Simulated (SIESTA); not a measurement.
## Input and output of a self-consistent single point for Cu₃N (Pm-3m, 4 atoms in the cell) (SIESTA)

Method of the run: GGA PBE, numerical atomic orbitals TZP, PseudoDojo PBE standard norm-conserving potentials (rewritten from UPF to PSML) in SIESTA 5.4.2.

Input as run:

```
# files in the folder: Cu.psml N.psml (PseudoDojo PBE standard)
SystemName  Cu3N
SystemLabel siesta

NumberOfAtoms                4
NumberOfSpecies              2
%block ChemicalSpeciesLabel
  1 29 Cu
  2 7 N
%endblock ChemicalSpeciesLabel
LatticeConstant              1.0 Bohr
%block LatticeVectors
     7.249125474    0.000000000    0.000000000
     0.000000000    7.249125474    0.000000000
     0.000000000    0.000000000    7.249125474
%endblock LatticeVectors
AtomicCoordinatesFormat      Bohr
%block AtomicCoordinatesAndAtomicSpecies
     0.000000000    0.000000000    3.624562737  1
     3.624562737    0.000000000    0.000000000  1
     0.000000000    3.624562737    0.000000000  1
     0.000000000    0.000000000    0.000000000  2
%endblock AtomicCoordinatesAndAtomicSpecies

XC.functional                GGA
XC.authors                   PBE
PAO.BasisSize                TZP
PAO.EnergyShift              0.005 Ry
MeshCutoff                   350 Ry
%block kgrid.MonkhorstPack
    7   0   0  0.0
    0   7   0  0.0
    0   0   7  0.0
%endblock kgrid.MonkhorstPack
OccupationFunction           MP
OccupationMPOrder            0
ElectronicTemperature        0.272 eV

MaxSCFIterations             150
SCF.Mixer.Method             Pulay
SCF.Mixer.Weight             0.25
SCF.Mixer.History            6
SCF.DM.Tolerance             1.0E-04
Diag.ParallelOverK           true
WriteForces                  true
Charge.Mulliken              end
```

Log, with long lists cut:

```
reinit: Reading from file input.fdf

reinit: System Name: Cu3N
reinit: System Label: siesta

coor:   Atomic-coordinates input format  =     Cartesian coordinates
coor:                                            (in Bohr units)

siesta: Atomic coordinates (Bohr) and species
siesta:      0.00000   0.00000   3.62456  1        1
siesta:      3.62456   0.00000   0.00000  1        2
siesta:      0.00000   3.62456   0.00000  1        3
siesta:      0.00000   0.00000   0.00000  2        4

siesta: System type = bulk

initatomlists: Number of atoms, orbitals, and projectors:      4    92    62

siesta: ******************** Simulation parameters ****************************
redata: Spin configuration                          = none
redata: Time-Reversal Symmetry                      = T
redata: Number of Atomic Species                    =        2
redata: Mesh Cutoff                                 =   350.0000 Ry
redata: Net charge of the system                    =     0.0000 |e|
redata: Min. number of SCF Iter                     =        0
redata: Max. number of SCF Iter                     =      150
redata: SCF convergence failure will abort job
redata: SCF mix quantity                            = Hamiltonian
redata: Mix DM or H after convergence               =   F
redata: Recompute H after scf cycle                 =   F
redata: Mix DM in first SCF step                    =   T
redata: No kicks to SCF
redata: DM Mixing Weight for Kicks                  =     0.5000
redata: Require Harris convergence for SCF          =   F
redata: Harris energy tolerance for SCF             =     0.000100 eV
redata: Require DM convergence for SCF              =   T
redata: DM tolerance for SCF                        =     0.000100
redata: Require EDM convergence for SCF             =   F
redata: EDM tolerance for SCF                       =     0.001000 eV
redata: Require H convergence for SCF               =   T
   [... lines left out ...]
diag: Used triangular part                          = Lower
diag: Absolute tolerance                            =  0.100E-15
diag: Orthogonalization factor                      =  0.100E-05
diag: Memory factor                                 =  1.0000

superc: Internal auxiliary supercell:     5 x     5 x     5  =     125
superc: Number of atoms, orbitals, and projectors:    500  11500   7750

                        Single-point calculation

superc: Internal auxiliary supercell:     5 x     5 x     5  =     125
superc: Number of atoms, orbitals, and projectors:    500  11500   7750

outcell: Unit cell vectors (Ang):
        3.836072    0.000000    0.000000
        0.000000    3.836072    0.000000
        0.000000    0.000000    3.836072

outcell: Cell vector modules (Ang)   :    3.836072    3.836072    3.836072
outcell: Cell angles (23,13,12) (deg):     90.0000     90.0000     90.0000
outcell: Cell volume (Ang**3)        :     56.4495
new_DM -- step:     1
Initializing Density Matrix...

Attempting to read DM from file... Failed...
DM filled with atomic data:

InitMesh: MESH = 48 x 48 x 48 = 110592
InitMesh: Mesh cutoff (required, used) =   350.000   432.724 Ry

stepf: Methfessel-Paxton step function
       Using Hermite-Gauss polynomials of order  0
        iscf     Eharris(eV)        E_KS(eV)     FreeEng(eV)     dDmax    Ef(eV) dHmax(eV)
   scf:    1   -15563.768014   -15697.693230   -15697.763858  1.963374  1.440244 30.366736
   scf:    2   -15765.887435   -15757.270154   -15757.270188  1.572134 -2.166165  1.752848
   scf:    3   -15757.610085   -15757.493961   -15757.494085  0.075579 -2.046860  0.234342
   scf:    4   -15757.513185   -15757.505298   -15757.505493  0.025015 -2.051903  0.160677
   scf:    5   -15757.435121   -15757.482932   -15757.483689  0.097795 -2.128988  0.670200
   scf:    6   -15757.471901   -15757.500918   -15757.501161  0.054265 -2.208389  0.397570
   scf:    7   -15757.513423   -15757.510021   -15757.510394  0.018741 -2.186326  0.024487
   scf:    8   -15757.510041   -15757.510054   -15757.510436  0.001753 -2.184519  0.006471
   scf:    9   -15757.510052   -15757.510058   -15757.510433  0.000882 -2.185704  0.009018
   scf:   10   -15757.510056   -15757.510059   -15757.510438  0.000448 -2.185057  0.000044
   scf:   11   -15757.510059   -15757.510059   -15757.510438  0.000034 -2.185063  0.000058
SCF Convergence by DM+H criterion
max |DM_out - DM_in|         :     0.0000344803
max |H_out - H_in|      (eV) :     0.0000575881
SCF cycle converged after 11 iterations

Using DM_out to compute the final energy and forces

siesta: E_KS(eV) =           -15757.5101

siesta: E_KS - E_eggbox =    -15757.5101

siesta: Atomic forces (eV/Ang):
     1   -0.000000    0.000000    0.000000
     2    0.000000   -0.000000   -0.000000
     3   -0.000000    0.000000   -0.000000
     4   -0.000000    0.000000    0.000000
   Tot   -0.000000   -0.000000   -0.000000
   Max    0.000000
   Res    0.000000    sqrt( Sum f_i^2 / 3N )
   Max    0.000000    constrained

Stress tensor Voigt[x,y,z,yz,xz,xy] (kbar):        9.11        9.11        9.11        0.00       -0.00        0.00
(Free)E + p*V (eV/cell)   -15757.8313
Target enthalpy (eV/cell)   -15757.5104

siesta: Program's energy decomposition (eV):
siesta: Ebs     =     -2240.852378
siesta: Eions   =     19442.751886
siesta: Ena     =      1035.102506
siesta: Ekin    =      7297.270558
siesta: Enl     =     -2754.010788
siesta: Eso     =         0.000000
siesta: Edftu   =         0.000000
siesta: DEna    =        87.245515
siesta: DUscf   =         5.131841
siesta: DUext   =         0.000000
siesta: Ex      =     -1884.438992
siesta: Ec      =      -101.058813
siesta: Exc     =     -1985.497805
siesta: Eharris =    -15757.510059
siesta: Etot    =    -15757.510059
siesta: FreeEng =    -15757.510438

siesta: Stress tensor (static) (eV/Ang**3):
siesta:     0.005684    0.000000   -0.000000
siesta:     0.000000    0.005684   -0.000000
siesta:    -0.000000    0.000000    0.005684

siesta: Cell volume =         56.449520 Ang**3

siesta: Pressure (static):
siesta:                Solid            Molecule  Units
siesta:          -0.00006190         -0.00006190  Ry/Bohr**3
siesta:          -0.00568356         -0.00568356  eV/Ang**3
siesta:          -9.10606881         -9.10606881  kBar

mulliken: Atomic and Orbital Populations:

Species: Cu
Atom  Qatom  Qorb
               3s      4s      4s      4s      3py     3pz     3px     4py
   [... lines left out ...]
               3dx2-y2
   1 18.466   1.974   0.452  -0.644   0.603   2.001   1.985   2.001   0.188
              0.249   0.188   1.818   1.640   1.415   1.640   1.640   0.108

              0.057  -0.014   0.057   0.071   0.041   0.230   0.310   0.230

              0.226
   2 18.466   1.974   0.452  -0.644   0.603   2.001   2.001   1.985   0.188
              0.188   0.249   1.640   1.818   1.583   1.640   1.471   0.057

              0.108   0.050   0.057   0.007   0.230   0.041   0.247   0.230

              0.289
   3 18.466   1.974   0.452  -0.644   0.603   1.985   2.001   2.001   0.249
              0.188   0.188   1.640   1.640   1.583   1.818   1.471   0.057

              0.057   0.050   0.108   0.007   0.230   0.230   0.247   0.041

              0.289

Species: N
Atom  Qatom  Qorb
               2s      2s      2s      2py     2pz     2px     2py     2pz
               2px     2py     2pz     2px     3Pdxy   3Pdyz   3Pdz2   3Pdxz
               3Pdx2-y2
   4  6.602   1.364  -0.229   0.441   1.917   1.917   1.917  -0.789  -0.789
             -0.789   0.504   0.504   0.504   0.027   0.027   0.025   0.027

              0.025

mulliken: Qtot =       62.000

Mulliken Atomic Populations:
Atom #   charge [q] valence [e]  Species
     1     0.533880   18.466120  Cu
     2     0.533879   18.466121  Cu
     3     0.533880   18.466120  Cu
     4    -1.601639    6.601639  N
 Total    -0.000000
```

The run converged in 11 iterations.

The starting cell comes from a database of computed structures (which also holds hypothetical and non-ambient phases and stackings), without a prior relaxation at this level. Its lattice was rescaled by a random factor within 2.5 % of one. Values carry the incompleteness of an atom-centred basis.
